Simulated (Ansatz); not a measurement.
# PBE against r2SCAN: hypothetical rock salt GaAs, uniaxial strain ε_xx = −1.26 %

The parent structure is GaAs in the rock salt structure (space group Fm-3m, No. 225; a = 5.394 Å; a hypothetical phase, not in the database extracts checked; relaxed with 0.1 eV smearing). Axes: x, y, z lie along the cube axes.

(Cell as relaxed with PBE.)

Levels (all Ansatz, a program for electronic structure, PAW, earlier PAW set): PBE (420 eV, no spin-orbit coupling); r2SCAN (500 eV, no SOC).

Each level relaxes its own structure.

```
base                      PBE    r2SCAN
-------------------  --------  --------
volume per atom      19.61 Å³  18.93 Å³
lattice parameter a   5.394 Å   5.330 Å
band gap                 zero      zero
```

It is then changed as follows: the cell is compressed by 1.26 % along x with no lateral relaxation, atoms relaxed at fixed cell.

```json
[
 {"quantity": "energy relative to the base (free energy F)", "PBE": "+1.4 meV/atom", "r2SCAN": "+1.5 meV/atom"},
 {"quantity": "stress (xx, yy, zz, yz, xz, xy; compression positive)", "PBE": "(1.9, 0.5, 0.5, 0.0, 0.0, 0.0) GPa", "r2SCAN": "(2.1, 0.6, 0.6, 0.0, 0.0, 0.0) GPa"},
 {"quantity": "shortest interatomic distance", "PBE": "2.663 Å", "r2SCAN": "2.632 Å"}
]
```

PBE's shortest interatomic distance lies 0.031 Å above r2SCAN's (1.2 %). Neither level is exact; r2SCAN is the comparison here, not a measurement.

Whether these cells are dynamically stable was not tested. All final runs are without spin polarisation.
